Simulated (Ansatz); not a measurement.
Cost and result by functional for the adsorption energy of SiH3 on the 1x1 (100) surface of fcc Cu, one in a 2x2 cell, started at the site 'hollow Cu-Cu-Cu-Cu over Cu at depth 1.8 Å', in Ansatz (plane waves, PAW). Single points on the PBE structure, on one kind of machine; costs are rough ratios of the slab run's core time (references not counted) to the cheapest single point. r2SCAN's cost holds its higher cutoff (500 against 420 eV). Differences are taken against r2SCAN for comparison alone: no measured value is at hand, so the table doesn't rank accuracy.

Slab: 20 atoms, 5.3 Å thick at the start under the adsorbate (thin: gaps and levels are the slab's own); k 6x6x1, smearing 0.1 eV, dipole-corrected; 8 atoms held, the rest relaxed; start symmetry kept, larger cells not searched; spin-polarised, no spin-orbit, no U, no dispersion correction. The starting moment vanished. At the end it is bonded to 4 Cu. In PBE it is, or lies within 0.03 eV of, the lowest of the starts that converged. These notes are the PBE run's. r2SCAN: The program's check for a lower electronic state was not made. Adsorption energies are against SiH4(g) − ½ H2(g). A negative adsorption energy means that the adsorbate is more stable on the surface than in its reference.

```json
[
 {"functional": "RPBE", "relative cost": "1", "adsorption energy (eV)": "-0.20", "less r2SCAN (eV)": "0.66"},
 {"functional": "r2SCAN", "relative cost": "2", "adsorption energy (eV)": "-0.86", "less r2SCAN (eV)": "0.00"},
 {"functional": "PBE (the relaxed run's value)", "relative cost": "–", "adsorption energy (eV)": "-0.63", "less r2SCAN (eV)": "0.23"}
]
```

The values span 0.66 eV, while the single points' costs differ by a factor of roughly 2. Differences are of unrounded values.

Ansatz is a first-principles code.
